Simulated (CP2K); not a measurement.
Troubleshooting CP2K: a failed run on CuGaSe2 (I-42d, 8 atoms in the cell). The aim is a self-consistent single point with DFT PBE, GPW, DZVP-MOLOPT-SR-GTH basis, GTH-PBE potentials (GTH_POTENTIALS).

Cell that was meant: a = 6.8118 Å, b = 6.8118 Å, c = 6.8118 Å, α = 131.20°, β = 131.20°, γ = 71.50°.

Part of the input:

```
        METHOD GAUSSIAN
        SIGMA [eV] 0.02
      &END SMEAR
    &KPOINTS
      SCHEME MACDONALD 4 4 4 0.125 0.125 0.125
    &END KPOINTS
    &XC
```

Output, abridged:

```
 Possible matches for unknown subsection

 KPOINTS

   subsection PRINT in section %__ROOT__%FORCE_EVAL%DFT%SCF score:  107
   subsection PRINT in section %__ROOT__%FORCE_EVAL%DFT%XAS%SCF score:  107
   keyword LSHIFT in section %__ROOT__%FORCE_EVAL%DFT%SCF score:  105
   enum NONE in section %__ROOT__%FORCE_EVAL%DFT%SCF for keyword SCF_GUESS score:  105
   subsection OT in section %__ROOT__%FORCE_EVAL%DFT%SCF score:  105

 *******************************************************************************
 *   ___                                                                       *
 *  /   \                                                                      *
 * [ABORT]                                                                     *
 *  \___/                unknown subsection KPOINTS of section SCF             *
 *    |                                                                        *
 *  O/|                                                                        *
 * /| |                                                                        *
 * / \                                               input/input_parsing.F:192 *
 *******************************************************************************

 ===== Routine Calling Stack =====

            5 section_vals_parse
            4 section_vals_parse
            3 section_vals_parse
            2 section_vals_parse
            1 read_input
Abort(1) on node 0 (rank 0 in comm 0): application called MPI_Abort(MPI_COMM_WORLD, 1) - process 0
```

Question: From the messages shown, name the fault and mend the input.

Answer: The fault is a section without its end line. Sections nest, and the parser loses its place. To fix it, close the section. The program stopped before any SCF iteration.

The sound input it was made from differs as follows (other fixes are possible):
```diff
+    &END SCF
```

With that input, the run converged in 25 iterations: free energy E − TS -7708.5531 eV; top of the valence band (on the code's own zero) 4.31 eV; gap on the k-point mesh 0.19 eV; pressure 3.37 GPa; largest force (vector length) 0.308 eV/Å (DFT PBE, GPW, DZVP-MOLOPT-SR-GTH basis, GTH-PBE potentials (GTH_POTENTIALS)).

On the sound input: the starting cell has typed, rounded lattice constants, without a prior relaxation at this level. Its lattice was rescaled by a random factor within 2.5 % of one. Spin polarisation is off. Values carry the incompleteness of an atom-centred basis. With a pressure of about 3 GPa the cell is away from its equilibrium volume at this level.
